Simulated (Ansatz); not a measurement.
Co2N (space group Pnnm, No. 58; non-magnetic)

```cif
data_Co4N2
_chemical_formula_sum 'Co4 N2'
_space_group_name_H-M_alt 'Pnnm'
_space_group_IT_number 58
_space_group_name_Hall '-P 2 2n'
_cell_length_a 4.22359
_cell_length_b 4.48310
_cell_length_c 2.79265
_cell_angle_alpha 90.000
_cell_angle_beta 90.000
_cell_angle_gamma 90.000
loop_
_space_group_symop_operation_xyz
  'x, y, z'
  '-x, -y, -z'
  '-x, -y, z'
  'x, y, -z'
  'x+1/2, -y+1/2, -z+1/2'
  '-x+1/2, y+1/2, z+1/2'
  '-x+1/2, y+1/2, -z+1/2'
  'x+1/2, -y+1/2, z+1/2'
loop_
_atom_site_label
_atom_site_type_symbol
_atom_site_symmetry_multiplicity
_atom_site_Wyckoff_symbol
_atom_site_fract_x
_atom_site_fract_y
_atom_site_fract_z
_atom_site_occupancy
Co1 Co 4 g 0.23019 0.17540 0.50000 1
N1 N 2 a 0.00000 0.00000 0.00000 1
```

Computed with PBEsol/PAW in Ansatz (an electronic-structure program), scalar-relativistic without spin-orbit coupling. Settings: 11×11×17 k-points, 0.05 eV Fermi–Dirac smearing.

| Property | Result |
|---|---|
| Volume per atom | 8.81 Å³ |
| Density | 8.28 g/cm³ |
| Band gap | zero |
| Total energy | -3521.548 eV/atom (σ→0; compares only within this code and set-up) |

Stability against distortions was not tested. Starting moments died away, wholly or in part, for the base; another magnetic solution may exist. All final runs are without spin polarisation.
